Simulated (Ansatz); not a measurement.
Take TiB2 (space group P6/mmm, No. 191) as the base.

TiB₂ has the hexagonal space group P6/mmm (No. 191), Pearson symbol hP3. Lattice parameters: a = b = 3.032 Å, c = 3.224 Å, α = β = 90.00°, γ = 120.00°. Ti on 1a is surrounded by 12 B at 2.380 Å and 6 Ti at 3.032 Å and 2 Ti at 3.224 Å. B on 2d has 3 B at 1.751 Å and 6 Ti at 2.380 Å. (Neighbours: up to the widest gap in distance over summed covalent radii, below 1.35, at either atom; cation-cation and far metal-metal contacts left out.)

Calculations: PBE (Ansatz, a first-principles code), without spin-orbit coupling.

Before the change:

| Property | Value |
|---|---|
| Volume per atom | 8.56 Å³ |
| c/a ratio | 1.063 |

Perturbation: cell and atoms relaxed at a pressure of 30 GPa.

How does this affect the volume per atom?

The volume per atom shrinks by 0.81 Å³ to 7.75 Å³.

Predict the new c/a ratio.

The c/a ratio falls by 0.013, from 1.063 to 1.050.

Load acts through the strain it causes; cell and atoms are relaxed under it. No phonon test of stability was made. No other phases were tried under pressure. All final runs are without spin polarisation.
